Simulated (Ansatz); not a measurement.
For zinc-blende KI (model structure), LDA (plane waves, PAW; Ansatz, a quantum-chemistry and plane-wave program) gives:

- equilibrium lattice constant a: 7.643 Å
- enthalpy of formation: -1.327 eV/atom

Task: What does r²SCAN in Ansatz (plane waves, PAW) give for the same quantities?

Result: 
- lattice constant a: 7.931 Å (rises by 3.8 %)
- formation enthalpy: -1.574 eV/atom (moves by -0.247 eV/atom)

Changes are worked out from the printed values.

Unless a cell is named, each level is at its own relaxed cell (LDA 55.81, r²SCAN 62.35 Å³/atom).

Levels without +SOC leave out spin–orbit coupling, which shifts energies and cells of such heavy elements.

Ansatz's density-functional and Hartree–Fock values are scalar-relativistic unless marked +SOC, with PAW data made under PBE.

A model structure was made by putting elements into a prototype or built by hand; it is no filed structure, need not be a known phase, and can be a saddle point held by its symmetry.
